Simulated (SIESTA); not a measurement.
## A self-consistent single point of HfO2 (Fm-3m, 3 atoms in the cell) with SIESTA

Computed with GGA PBE, numerical atomic orbitals DZP, PseudoDojo PBE standard norm-conserving potentials (rewritten from UPF to PSML) in SIESTA 5.4.2.

This input was run:

```
# files in the folder: Hf.psml O.psml (PseudoDojo PBE standard)
SystemName  HfO2
SystemLabel siesta

NumberOfAtoms                3
NumberOfSpecies              2
%block ChemicalSpeciesLabel
  1 72 Hf
  2 8 O
%endblock ChemicalSpeciesLabel
LatticeConstant              1.0 Bohr
%block LatticeVectors
     0.000000000    4.803264290    4.803264290
     4.803264290    0.000000000    4.803264290
     4.803264290    4.803264290    0.000000000
%endblock LatticeVectors
AtomicCoordinatesFormat      Ang
%block AtomicCoordinatesAndAtomicSpecies
     0.000000000    0.000000000    0.000000000  1
     1.270889000    1.270889000    1.270889000  2
     3.812667000    3.812667000    3.812667000  2
%endblock AtomicCoordinatesAndAtomicSpecies

XC.functional                GGA
XC.authors                   PBE
PAO.BasisSize                DZP
PAO.EnergyShift              0.01 Ry
MeshCutoff                   400 Ry
%block kgrid.MonkhorstPack
    9   0   0  0.0
    0   9   0  0.0
    0   0   9  0.0
%endblock kgrid.MonkhorstPack
OccupationFunction           FD
ElectronicTemperature        0.02 eV

MaxSCFIterations             150
SCF.Mixer.Method             Pulay
SCF.Mixer.Weight             0.2
SCF.Mixer.History            6
SCF.DM.Tolerance             1.0E-04
Diag.ParallelOverK           true
WriteForces                  true
Charge.Mulliken              end
```

Output, abridged:

```
reinit: Reading from file input.fdf

reinit: System Name: HfO2
reinit: System Label: siesta

coor:   Atomic-coordinates input format  =     Cartesian coordinates
coor:                                          (in Angstroms)

siesta: Atomic coordinates (Bohr) and species
siesta:      0.00000   0.00000   0.00000  1        1
siesta:      2.40163   2.40163   2.40163  2        2
siesta:      7.20490   7.20490   7.20490  2        3

siesta: System type = bulk

initatomlists: Number of atoms, orbitals, and projectors:      3    45    58

siesta: ******************** Simulation parameters ****************************
redata: Spin configuration                          = none
redata: Time-Reversal Symmetry                      = T
redata: Number of Atomic Species                    =        2
redata: Mesh Cutoff                                 =   400.0000 Ry
redata: Net charge of the system                    =     0.0000 |e|
redata: Min. number of SCF Iter                     =        0
redata: Max. number of SCF Iter                     =      150
redata: SCF convergence failure will abort job
redata: SCF mix quantity                            = Hamiltonian
redata: Mix DM or H after convergence               =   F
redata: Recompute H after scf cycle                 =   F
redata: Mix DM in first SCF step                    =   T
redata: No kicks to SCF
redata: DM Mixing Weight for Kicks                  =     0.5000
redata: Require Harris convergence for SCF          =   F
redata: Harris energy tolerance for SCF             =     0.000100 eV
redata: Require DM convergence for SCF              =   T
redata: DM tolerance for SCF                        =     0.000100
redata: Require EDM convergence for SCF             =   F
redata: EDM tolerance for SCF                       =     0.001000 eV
redata: Require H convergence for SCF               =   T
redata: Hamiltonian tolerance for SCF               =     0.001000 eV
redata: Require (free) Energy convergence for SCF   =   F
redata: (free) Energy tolerance for SCF             =     0.000100 eV
redata: Using DFT-D3 dispersion                     =   F
redata: Using Saved Data (generic)                  =   F
redata: Method of Calculation                       = Diagonalization
redata: Electronic Temperature                      =   232.0904 K
redata: Number of TDED substeps                     =        3
redata: Dynamics option                             = Single-point calculation
redata: Save all siesta data in one NC              =   F
redata: ***********************************************************************

%block SCF.Mixers
  Pulay
%endblock SCF.Mixers

%block SCF.Mixer.Pulay
  # Mixing method
  method pulay
  variant stable

  # Mixing options
  weight 0.2000
  weight.linear 0.2000
  history 6
%endblock SCF.Mixer.Pulay

DM_history_depth set to one: no extrapolation allowed by default for geometry relaxation
Size of DM history Fstack: 1
Total number of electrons:    24.000000
Total ionic charge:    24.000000

* ProcessorY, Blocksize:    1  46

* Orbital distribution balance (max,min):    45    45

 Kpoints in:          405 . Kpoints trimmed:          365

siesta: k-grid: Number of k-points = 365
siesta: k-points from Monkhorst-Pack grid
siesta: k-cutoff (effective) =    16.176 Ang
siesta: k-point supercell and displacements
siesta: k-grid:     9     0     0      0.000
siesta: k-grid:     0     9     0      0.000
siesta: k-grid:     0     0     9      0.000

diag: Algorithm                                     = D&C
diag: Parallel over k                               =   F
diag: Use parallel 2D distribution                  =   F
diag: Parallel block-size                           = 46
diag: Parallel distribution                         =     1 x     1
diag: Used triangular part                          = Lower
diag: Absolute tolerance                            =  0.100E-15
diag: Orthogonalization factor                      =  0.100E-05
diag: Memory factor                                 =  1.0000

superc: Internal auxiliary supercell:     5 x     5 x     5  =     125
superc: Number of atoms, orbitals, and projectors:    375   5625   7250

                        Single-point calculation

superc: Internal auxiliary supercell:     5 x     5 x     5  =     125
superc: Number of atoms, orbitals, and projectors:    375   5625   7250

outcell: Unit cell vectors (Ang):
        0.000000    2.541778    2.541778
        2.541778    0.000000    2.541778
        2.541778    2.541778    0.000000

outcell: Cell vector modules (Ang)   :    3.594617    3.594617    3.594617
outcell: Cell angles (23,13,12) (deg):     60.0000     60.0000     60.0000
outcell: Cell volume (Ang**3)        :     32.8430
new_DM -- step:     1
Initializing Density Matrix...

Attempting to read DM from file... Failed...
DM filled with atomic data:

InitMesh: MESH = 36 x 36 x 36 = 46656
InitMesh: Mesh cutoff (required, used) =   400.000   415.808 Ry

stepf: Fermi-Dirac step function

        iscf     Eharris(eV)        E_KS(eV)     FreeEng(eV)     dDmax    Ef(eV) dHmax(eV)
   scf:    1    -2425.226392    -2433.718535    -2433.718535  1.454804 -6.168942  9.325591
   scf:    2    -2441.696533    -2438.255102    -2438.255102  0.189654 -1.479624  5.080267
   scf:    3    -2439.820747    -2439.538680    -2439.538680  0.204152 -3.139953  1.040648
   scf:    4    -2439.399700    -2439.516910    -2439.516910  0.057553 -3.488475  0.985034
   scf:    5    -2439.533741    -2439.572767    -2439.572767  0.064380 -4.070128  0.410489
   scf:    6    -2439.590806    -2439.585660    -2439.585660  0.020020 -3.895702  0.028722
   scf:    7    -2439.585739    -2439.585709    -2439.585709  0.000950 -3.897361  0.007198
   scf:    8    -2439.585713    -2439.585713    -2439.585713  0.000531 -3.894198  0.001470
   scf:    9    -2439.585713    -2439.585713    -2439.585713  0.000051 -3.894511  0.000592

SCF Convergence by DM+H criterion
max |DM_out - DM_in|         :     0.0000512774
max |H_out - H_in|      (eV) :     0.0005916071
SCF cycle converged after 9 iterations

Using DM_out to compute the final energy and forces

siesta: E_KS(eV) =            -2439.5857

siesta: E_KS - E_eggbox =     -2439.5857

siesta: Atomic forces (eV/Ang):
     1   -0.000000   -0.000000   -0.000000
     2    0.000161    0.000161    0.000161
     3   -0.000161   -0.000161   -0.000161
   Tot   -0.000000   -0.000000   -0.000000
   Max    0.000161
   Res    0.000131    sqrt( Sum f_i^2 / 3N )
   Max    0.000161    constrained

Stress tensor Voigt[x,y,z,yz,xz,xy] (kbar):      -24.15      -24.15      -24.15        0.01        0.01        0.01
(Free)E + p*V (eV/cell)    -2439.0906
Target enthalpy (eV/cell)    -2439.5857

siesta: Program's energy decomposition (eV):
siesta: Ebs     =      -532.347891
siesta: Eions   =      3209.190731
siesta: Ena     =       436.948537
siesta: Ekin    =      1000.882696
siesta: Enl     =       -69.011806
siesta: Eso     =         0.000000
siesta: Edftu   =         0.000000
siesta: DEna    =        16.262464
siesta: DUscf   =         2.074648
siesta: DUext   =         0.000000
siesta: Ex      =      -576.800755
siesta: Ec      =       -40.750767
siesta: Exc     =      -617.551523
siesta: Eharris =     -2439.585713
siesta: Etot    =     -2439.585713
siesta: FreeEng =     -2439.585713

siesta: Stress tensor (static) (eV/Ang**3):
siesta:    -0.015075    0.000005    0.000005
siesta:     0.000005   -0.015075    0.000005
siesta:     0.000005    0.000005   -0.015075

siesta: Cell volume =         32.843002 Ang**3

siesta: Pressure (static):
siesta:                Solid            Molecule  Units
siesta:           0.00016419          0.00016433  Ry/Bohr**3
siesta:           0.01507545          0.01508788  eV/Ang**3
siesta:          24.15353790         24.17344757  kBar

mulliken: Atomic and Orbital Populations:

Species: Hf
Atom  Qatom  Qorb
               5s      6s      6s      5py     5pz     5px     6py     6pz
               6px     5dxy    5dyz    5dz2    5dxz    5dx2-y2 5dxy    5dyz
               5dz2    5dxz    5dx2-y2
   1 10.724   1.965   0.837  -0.280   1.957   1.957   1.957   0.217   0.217
              0.217   0.492   0.492   0.093   0.492   0.093  -0.047  -0.047

              0.079  -0.047   0.079

Species: O
Atom  Qatom  Qorb
               2s      2s      2py     2pz     2px     2py     2pz     2px
               3Pdxy   3Pdyz   3Pdz2   3Pdxz   3Pdx2-y2
   2  6.638   1.764  -0.009   1.767   1.767   1.767  -0.151  -0.151  -0.151
              0.007   0.007   0.007   0.007   0.007
   3  6.638   1.764  -0.009   1.767   1.767   1.767  -0.151  -0.151  -0.151
              0.007   0.007   0.007   0.007   0.007

mulliken: Qtot =       24.000

Mulliken Atomic Populations:
Atom #   charge [q] valence [e]  Species
     1     1.276392   10.723608  Hf
     2    -0.638196    6.638196  O
     3    -0.638196    6.638196  O
 Total    -0.000000
```

The run converged in 9 iterations.

The starting cell has typed, rounded lattice constants, without a prior relaxation at this level. Its lattice was rescaled by a random factor within 2.5 % of one. Values carry the incompleteness of an atom-centred basis.

Cost on one core of a shared machine: roughly 40 s.
